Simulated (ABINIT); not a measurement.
Band structure of a sheet of PtSe2 (3 atoms in the cell).

```xyz
3
Lattice="3.6193 0.0000 0.0000 -1.8096 3.1344 0.0000 0.0000 0.0000 16.9820" Properties=species:S:1:pos:R:3 pbc="T T T"
Pt     0.0000     0.0000     8.4910
Se     0.0000     2.0896     9.9820
Se     1.8096     1.0448     7.0000
```

Method: PBE, PAW (JTH v2.0 PBE PAW) (plane waves; ABINIT).

Settings: pseudos = [Pt.GGA_PBE-JTH.xml, Se.GGA_PBE-JTH.xml]; ecut = 21 Ha; pawecutdg = 42 Ha; pawxcdev = 0; ixc = 11; occopt = 7; tsmear = 0.00499791 Ha; ngkpt = 9 9 1; nshiftk = 1; shiftk = 0 0 0; potentials = JTH v2.0 PBE PAW; kptopt = 1; nstep = 60.

The starting cell was generated: these elements placed on a structure prototype, without a prior relaxation; it need not be a known phase or ordering of this composition. Its lattice was rescaled in the plane by a random factor within 2.5 % of one. Spin-orbit coupling is off.

### Question
Predict the gap along the standard path and the places of the band edges.

### Answer
The gap along the path is 0.80 eV, from a point between Γ and M to a point between K and Γ; the smallest direct gap on it is 1.08 eV.

Levels in eV from the top of the valence band on the SCF mesh, bands 8 to 15:
```json
[
 {"point": "Γ", "8": "-2.00", "9": "-1.39", "10": "0.00", "11": "0.00", "12": "2.38", "13": "2.38", "14": "3.95", "15": "4.94"},
 {"point": "M", "8": "-2.22", "9": "-2.03", "10": "-1.82", "11": "-1.55", "12": "1.91", "13": "2.04", "14": "3.95", "15": "5.69"},
 {"point": "K", "8": "-2.84", "9": "-2.42", "10": "-1.17", "11": "-1.17", "12": "1.23", "13": "1.23", "14": "5.00", "15": "7.39"}
]
```
